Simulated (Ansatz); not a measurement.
System: PdGeS3 (C2/m, No. 12, 10 atoms in the cell; start mp-541785). Method: HSE06+SOC (plane waves, PAW; Ansatz, a quantum-chemistry and plane-wave program).

Numerical settings: plane-wave cutoff 460 eV, 6×6×4 k mesh (along the axes of the cell as run), Fermi–Dirac smearing 0.01 eV, PAW data made under PBE.

Cell (relaxed with PBE-D3(BJ)):

PdGeS$_{3}$ is taken in the monoclinic space group C2/m (No. 12), Pearson symbol mS20. Cell: a = 14.091 Å, b = 3.478 Å, c = 8.952 Å, α = γ = 90.00°, β = 106.92°. Ge on 4i is coordinated by 4 S at 2.245–2.252 Å (tetrahedral). Pd on 4i is coordinated by 4 S at 2.334–2.342 Å (square planar). S1 on 4i has 2 Ge at 2.245 Å (bent). S2 on 4i sees 1 Ge at 2.252 Å and 2 Pd at 2.342 Å (trigonal pyramidal). S3 on 4i has 1 Ge at 2.250 Å and 2 Pd at 2.334 Å (trigonal pyramidal). (Neighbours: up to the widest gap in distance over summed covalent radii, below 1.35, at either atom; cation-cation and far metal-metal contacts left out.)
(The calculation used a cell of 10 atoms; values per cell refer to that cell.)

**Question.** Predict the band gap, smallest direct gap on the k points sampled and direct gap at Γ.

**Answer.** 
- band gap = 2.12 eV (indirect)
- smallest direct gap on the k points sampled = 2.38 eV
- direct gap at Γ = 3.03 eV

Note: cell and atoms aren't relaxed at this level (largest force component 0.50 eV/Å).

The computed numbers hold no vibrational or temperature effects.

A start named mp-… is a Materials Project structure, which need not be a measured phase.
